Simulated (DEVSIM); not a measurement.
Device: abrupt Si n-p junction, at 300 K.

```csv
layer (left to right),material,thickness (μm),Nd (cm⁻³),Na (cm⁻³),τn (s),τp (s)
1,Si,0.640,8e17,-,5.2e-6,5.2e-6
2,Si,0.530,-,2e17,5.2e-6,5.2e-6
```

Left contact: ohmic. Right contact: ohmic. Voltage is applied to the left contact. Recombination: SRH at mid-gap. Mobility is constant in doping.

The device is made up for the run: typed textbook-type constants, with dimensions and the other settings drawn at random. Values at 300 K.

```tsv
parameter	Si
gap (eV)	1.124
affinity (eV)	4.05
permittivity	11.7
Nc (cm⁻³)	2.86e19
Nv (cm⁻³)	3.1e19
μn (cm²/Vs)	1417
μp (cm²/Vs)	470
```

Simulated with DEVSIM: 1D drift-diffusion, Boltzmann statistics, complete ionisation; no tunnelling, impact ionisation, image-force lowering or self-heating.

Task: Give the dark forward current.

Result: 
```tsv
V (V)	J (A/cm²)
-0.05	-6.2e-10
-0.10	-4.2e-9
-0.15	-2.7e-8
-0.20	-1.8e-7
-0.25	-1.2e-6
-0.30	-8.4e-6
-0.35	-5.7e-5
-0.40	-0.00040
-0.45	-0.0027
-0.50	-0.019
-0.55	-0.13
-0.60	-0.88
-0.65	-6.1
-0.70	-42
-0.75	-280
-0.80	-1800
-0.85	-9700
```
